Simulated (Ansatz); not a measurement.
## Hypothetical P6_422 BP: response to strain

Base system: BP (space group P6_422, No. 181; a hypothetical phase, not in the database extracts checked).

```yaml
crystal:
  lattice:
    - [3.27886, 0.00000, 0.00000]
    - [-1.63943, 2.83957, 0.00000]
    - [0.00000, 0.00000, 6.99543]
  atoms:
    - { symbol: B, position: [0.00000, 0.50000, 0.33333] }
    - { symbol: B, position: [0.50000, 0.50000, 0.66667] }
    - { symbol: B, position: [0.50000, 0.00000, 0.00000] }
    - { symbol: P, position: [0.00000, 0.50000, 0.83333] }
    - { symbol: P, position: [0.50000, 0.50000, 0.16667] }
    - { symbol: P, position: [0.50000, 0.00000, 0.50000] }
```

Cartesian axes are those of the cell as printed.

Strains are applied to the cell and any free atomic positions relax.

The values are results of PBE/PAW in Ansatz (a quantum-chemistry and plane-wave program), no SOC, not measurements.

Notes on the quantities. pressure: mean of the normal stresses, compression positive; energy relative to the base: free energy F.

```json
[
 {"variant": "base", "pressure": "0.0 GPa", "space group": "P6_422 (No. 181)", "energy relative to the base": "0 meV/atom", "shortest interatomic distance": "2.012 Å"},
 {"variant": "isotropic strain −1.32 %", "pressure": "7.4 GPa", "space group": "P6_422 (No. 181)", "energy relative to the base": "+9.5 meV/atom", "shortest interatomic distance": "1.985 Å"},
 {"variant": "tensor shear ε_xz = −1.43 %", "pressure": "0.1 GPa", "space group": "C2 (No. 5)", "energy relative to the base": "+5.6 meV/atom", "shortest interatomic distance": "1.991 Å"},
 {"variant": "tensor shear ε_xy = −0.85 %", "pressure": "0.0 GPa", "space group": "P2 (No. 3)", "energy relative to the base": "+1.8 meV/atom", "shortest interatomic distance": "2.003 Å"},
 {"variant": "tensor shear ε_xy = −0.74 %", "pressure": "0.0 GPa", "space group": "P2 (No. 3)", "energy relative to the base": "+1.4 meV/atom", "shortest interatomic distance": "2.004 Å"}
]
```

A case with no gap was solved on a k-mesh chosen for an insulator, which is coarse for it. No phonon test of stability was made. The base started in P3_121 and relaxed to P6_422 at this level. The final runs are not spin-polarised.
